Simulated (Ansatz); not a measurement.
An Ansatz (a first-principles code) input (Kohn–Sham DFT with the PBEsol functional, run in Ansatz with PAW and 420 eV plane waves, no SOC):

Ansatz 0.2 input:
```yaml
crystal:
  lattice:
    - [4.2674428228, 0, 0]
    - [2.1337214114, 3.6957138937, 0]
    - [2.1337214114, -1.2319046312, 3.5505110654]
  atoms:
    - { symbol: Ga, position: [0, 0, 0] }
    - { symbol: Sb, position: [0.5, 0.25, 0.75] }
basis: { ecutwfc: 420, ecutrho_ratio: 4, xc_grid: 2, fft_grid_basis: typed }
kpoints: { mp_grid: { grid: [13, 13, 13] } }
hamiltonian:
  xc: pbesol
  dispersion: none
  pseudopotentials: { kind: paw }
scf: { occupations: { method: fermi_dirac, width: 0.05 } }
relax: { f_tol: 0.005, max_steps: 50, cell: { stress_tol: 0.01, fix: [a, b, gamma] } }
output: { forces: true, stress: true }
checkpoint: { write: state.ck, write_every: 1000 }
```

Task: Which symmetry and how many k-points will the program report, and about how many plane waves at Γ?

Result: Space group R3m (ITA 160) with 6 operations, k-points 231 of 2197, and 1079 plane waves at Γ.

Task: And the final pressure?

Result: 1.02 GPa (compression positive).

The cells carry an imposed strain or load. No phonon test of stability was made. The cell was made from GaSb in the zinc blende structure (space group F-43m, No. 216) by this change: biaxial strain −1.25 %, plane normal [111], relaxed out of plane.
